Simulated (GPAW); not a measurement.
A relaxation of cell and atoms of CdF2 (Fm-3m, 3 atoms in the cell) with GPAW.

Method of the run: PBE, GPAW PAW datasets PBE (gpaw-data 1.0.1) (plane waves; GPAW 25.7.0).

```yaml
crystal:
  lattice:
    - [0.00000, 2.69188, 2.69188]
    - [2.69188, 0.00000, 2.69188]
    - [2.69188, 2.69188, 0.00000]
  atoms:
    - { symbol: Cd, position: [0.00000, 0.00000, 0.00000] }
    - { symbol: F, position: [0.25000, 0.25000, 0.25000] }
    - { symbol: F, position: [0.75000, 0.75000, 0.75000] }
```

Reference input (self-consistent single point, DFT PBE, plane waves, GPAW PAW datasets PBE (gpaw-data 1.0.1)): mode = pw; ecut = 950 eV; xc = PBE; kpts = 7 7 7; mesh shift (steps) = 0 0 0; occupations.name = fermi-dirac; occupations.width = 0 eV; nbands = -6; convergence.forces = 0.001 eV/Å; convergence.bands = -4; symmetry.symmorphic = false; symmetry.tolerance = 0.0005. This run's input differs from it in these lines:

```diff
@@ -1,2 +1,4 @@
 from ase import Atoms
+from ase.filters import FrechetCellFilter
+from ase.optimize import LBFGS
 from ase.units import GPa
@@ -18,3 +20,3 @@
             nbands=-6,
-            convergence={'forces': 0.001, 'bands': -4},
+            convergence={'forces': 0.001, 'density': 1e-05, 'bands': -4},
             symmetry={'symmorphic': False, 'tolerance': 0.0005},
@@ -24,2 +26,10 @@
 atoms.calc = calc
+
+target = FrechetCellFilter(atoms)
+
+opt = LBFGS(target, logfile='-')
+converged = opt.run(fmax=0.03, steps=40)
+print('Relaxation converged:', converged)
+print('Cell:', atoms.cell.cellpar().round(4))
+print(atoms.get_scaled_positions().round(5))
```

Output, abridged:

```
     iter     time        total  log10-change:
                         energy   eigst   dens  force
iter:   1 --:--:--   -12.717563   +0.08
iter:   2 --:--:--   -12.306494   -1.49  -1.11
iter:   3 --:--:--   -11.152845   -0.43  -1.15
iter:   4 --:--:--   -11.125612   -1.97  -1.46
iter:   5 --:--:--   -11.115434   -2.29  -1.66
iter:   6 --:--:--   -11.112946c  -2.31  -2.64
iter:   7 --:--:--   -11.110691c  -3.06  -2.44
iter:   8 --:--:--   -11.111525c  -3.72  -2.70
iter:   9 --:--:--   -11.111273c  -3.18  -2.91
iter:  10 --:--:--   -11.110893c  -4.02  -3.01
iter:  11 --:--:--   -11.110894c  -5.60  -4.37
iter:  12 --:--:--   -11.110895c  -6.73  -4.50
iter:  13 --:--:--   -11.110895c  -6.75  -4.43
iter:  14 --:--:--   -11.110895c  -7.71c -4.68
iter:  15 --:--:--   -11.110895c  -6.59  -4.60
iter:  16 --:--:--   -11.110894c  -6.73  -4.55
iter:  17 --:--:--   -11.110894c  -8.70c -4.96
iter:  18 --:--:--   -11.110894c  -7.60c -5.11c
iter:  19 --:--:--   -11.110894c  -7.44c -4.80
iter:  20 --:--:--   -11.110894c  -8.12c -5.62c -16.93c
Converged after 20 iterations.

Dipole moment: (0.000000, 0.000000, 0.000000) |e|*Ang

Energy contributions relative to reference atoms: (reference = -157601.279907)

Kinetic:        +37.573152
Potential:      -33.115943
External:        +0.000000
XC:             -15.521282
Entropy (-ST):   +0.000000
Local:           -0.046822
SIC:             +0.000000
--------------------------
Free energy:    -11.110894
Extrapolated:   -11.110894

Showing only first 2 kpts
 Kpt  Band  Eigenvalues  Occupancy
  0    11      1.42871    2.00000
  0    12      1.42871    2.00000
  0    13      4.97407    0.00000
  0    14     14.56023    0.00000

  1    11      1.46327    2.00000
  1    12      1.46327    2.00000
  1    13      5.88737    0.00000
  1    14     13.53845    0.00000

Fermi level: 3.40563

Gap: 3.137 eV
Transition (v -> c):
   [... lines left out ...]
Direct gap: 3.545 eV
Atomic positions and initial magnetic moments
Free energy:    -11.117012
Fermi level: 3.34659
Gap: 3.120 eV
Direct gap: 3.535 eV
Atomic positions and initial magnetic moments
Free energy:    -11.141450
Fermi level: 2.96624
Gap: 3.009 eV
   [... lines left out ...]

Forces in eV/Ang:
  0 Cd    0.00000    0.00000   -0.00000
  1 F     0.00000    0.00000   -0.00000
  2 F     0.00000   -0.00000   -0.00000

LBFGS:    2 --:--:--      -11.141450        0.014818
Relaxation converged: True
Cell: [ 3.8527  3.8527  3.8527 60.     60.     60.    ]
[[0.   0.   0.  ]
 [0.25 0.25 0.25]
 [0.75 0.75 0.75]]
Energy (eV): -11.14145
Stress (GPa, Voigt): [-0.1761 -0.1761 -0.1761 -0.     -0.     -0.    ]
```

The run converged. GPAW prints stress with tension positive. 

Summary of the result:
- Free energy E − TS (from the program's reference atoms) = -11.1415 eV
- Top of the valence band (on the code's own zero) = 1.46 eV
- Gap on the k-point mesh = 3.01 eV
- Final cell = a = 3.8527 Å, b = 3.8527 Å, c = 3.8527 Å, α = 60.00°, β = 60.00°, γ = 60.00°
- Final volume per atom = 13.48 Å³
- Relaxation steps = 2

At such cutoffs GPAW's stress carries a finite-basis (Pulay) error, which enters relaxed cells too; its log prints stress with tension positive.

The starting cell comes from a database of computed structures (which also holds hypothetical and non-ambient phases and stackings), without a prior relaxation at this level. Its lattice was rescaled by a random factor within 2.5 % of one. The relaxation keeps the symmetry of its start, so its end need not be a minimum.

Cost on one core of a shared machine: roughly 60 s.
